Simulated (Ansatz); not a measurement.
Defect migration in zinc-blende ZnS: interstitial Li, charge state +1. Computed with PBE, PAW (plane waves to 420 eV; Ansatz, an electronic-structure program).

Settings: 64 host sites, the relaxed PBE lattice, the Γ point alone, smearing 0.01 eV, spin-restricted, no image-charge correction. No zero-point or tunnelling terms. The charge state is imposed; whether it is stable for some Fermi level was not computed. Sites that were not tried may lie lower.

Barriers: single points on a 2×2×2 k-point mesh shifted by half a step at the bands' geometries.

Relaxed starting cell (atoms counted from 1):

```yaml
crystal:
  lattice:
    - [10.88716, 0.00000, 0.00000]
    - [0.00000, 10.88716, 0.00000]
    - [0.00000, 0.00000, 10.88716]
  atoms:
    - { symbol: Zn, position: [0.99923, 0.99964, 0.00024] }
    - { symbol: Zn, position: [0.99691, 0.99713, 0.50366] }
    - { symbol: Zn, position: [0.99705, 0.50327, 0.99744] }
    - { symbol: Zn, position: [0.99909, 0.50080, 0.50124] }
    - { symbol: Zn, position: [0.50302, 0.99708, 0.99758] }
    - { symbol: Zn, position: [0.50043, 0.99955, 0.50139] }
    - { symbol: Zn, position: [0.50049, 0.50091, 0.00021] }
    - { symbol: Zn, position: [0.50285, 0.50295, 0.50360] }
    - { symbol: S, position: [0.12529, 0.12538, 0.37535] }
    - { symbol: S, position: [0.12385, 0.12418, 0.87447] }
    - { symbol: S, position: [0.12377, 0.62646, 0.37678] }
    - { symbol: S, position: [0.12519, 0.62529, 0.87536] }
    - { symbol: S, position: [0.62616, 0.12404, 0.37698] }
    - { symbol: S, position: [0.62496, 0.12537, 0.87561] }
    - { symbol: S, position: [0.62502, 0.62525, 0.37560] }
    - { symbol: S, position: [0.62507, 0.62542, 0.87565] }
    - { symbol: Zn, position: [0.99095, 0.25042, 0.25074] }
    - { symbol: Zn, position: [0.99906, 0.25031, 0.75071] }
    - { symbol: Zn, position: [0.99894, 0.75017, 0.25066] }
    - { symbol: Zn, position: [0.99941, 0.75031, 0.75060] }
    - { symbol: Zn, position: [0.50907, 0.25009, 0.25080] }
    - { symbol: Zn, position: [0.50086, 0.25021, 0.75065] }
    - { symbol: Zn, position: [0.50104, 0.75011, 0.25071] }
    - { symbol: Zn, position: [0.50036, 0.75004, 0.75069] }
    - { symbol: S, position: [0.12531, 0.37494, 0.12593] }
    - { symbol: S, position: [0.12381, 0.37612, 0.62682] }
    - { symbol: S, position: [0.12378, 0.87382, 0.12455] }
    - { symbol: S, position: [0.12519, 0.87517, 0.62577] }
    - { symbol: S, position: [0.62608, 0.37621, 0.12470] }
    - { symbol: S, position: [0.62506, 0.37509, 0.62591] }
    - { symbol: S, position: [0.62502, 0.87518, 0.12581] }
    - { symbol: S, position: [0.62495, 0.87504, 0.62592] }
    - { symbol: Zn, position: [0.24995, 0.99093, 0.25054] }
    - { symbol: Zn, position: [0.24997, 0.99935, 0.75068] }
    - { symbol: Zn, position: [0.24980, 0.50926, 0.25073] }
    - { symbol: Zn, position: [0.24993, 0.50086, 0.75045] }
    - { symbol: Zn, position: [0.74987, 0.99927, 0.25081] }
    - { symbol: Zn, position: [0.74984, 0.99975, 0.75066] }
    - { symbol: Zn, position: [0.74986, 0.50129, 0.25061] }
    - { symbol: Zn, position: [0.74991, 0.50088, 0.75079] }
    - { symbol: S, position: [0.37471, 0.12533, 0.12590] }
    - { symbol: S, position: [0.37599, 0.12418, 0.62703] }
    - { symbol: S, position: [0.37589, 0.62649, 0.12477] }
    - { symbol: S, position: [0.37475, 0.62518, 0.62569] }
    - { symbol: S, position: [0.87366, 0.12428, 0.12482] }
    - { symbol: S, position: [0.87493, 0.12536, 0.62579] }
    - { symbol: S, position: [0.87502, 0.62523, 0.12567] }
    - { symbol: S, position: [0.87483, 0.62537, 0.62590] }
    - { symbol: Zn, position: [0.25010, 0.25015, 0.99155] }
    - { symbol: Zn, position: [0.24988, 0.25001, 0.50974] }
    - { symbol: Zn, position: [0.24991, 0.75010, 0.99979] }
    - { symbol: Zn, position: [0.24999, 0.75014, 0.50150] }
    - { symbol: Zn, position: [0.74983, 0.25022, 0.99984] }
    - { symbol: Zn, position: [0.74993, 0.25021, 0.50163] }
    - { symbol: Zn, position: [0.74999, 0.75034, 0.00022] }
    - { symbol: Zn, position: [0.74976, 0.75008, 0.50129] }
    - { symbol: S, position: [0.37467, 0.37482, 0.37551] }
    - { symbol: S, position: [0.37601, 0.37631, 0.87444] }
    - { symbol: S, position: [0.37602, 0.87394, 0.37668] }
    - { symbol: S, position: [0.37466, 0.87510, 0.87559] }
    - { symbol: S, position: [0.87354, 0.37627, 0.37667] }
    - { symbol: S, position: [0.87486, 0.37501, 0.87560] }
    - { symbol: S, position: [0.87480, 0.87506, 0.37562] }
    - { symbol: S, position: [0.87485, 0.87515, 0.87548] }
    - { symbol: Li, position: [0.25013, 0.25007, 0.25061] }
```
Cell charge +1.

End state 1 differs by these moves (Å; atoms that move under 0.08 Å are left out):

```csv
atom,element,Δx,Δy,Δz
1,Zn,-0.10,-0.10,-0.10
17,Zn,-0.01,0.11,0.11
21,Zn,-0.11,0.01,0.00
33,Zn,0.11,-0.01,0.11
35,Zn,0.01,-0.11,0.01
49,Zn,0.11,0.11,-0.01
50,Zn,0.01,0.01,-0.11
64,S,-0.05,-0.05,-0.05
65,Li,-1.36,-1.36,-1.36
```

**Question.** What forward and backward barriers to end state 1 does PBE, PAW give?

**Answer.** forward 0.53 eV, backward 0.25 eV; at the saddle point atom 65 has neighbours 3 S at 2.28; 3 Zn at 2.48 Å. The saddle point's order was not checked, and it lies on a symmetry element of the cell, where a band can be held.
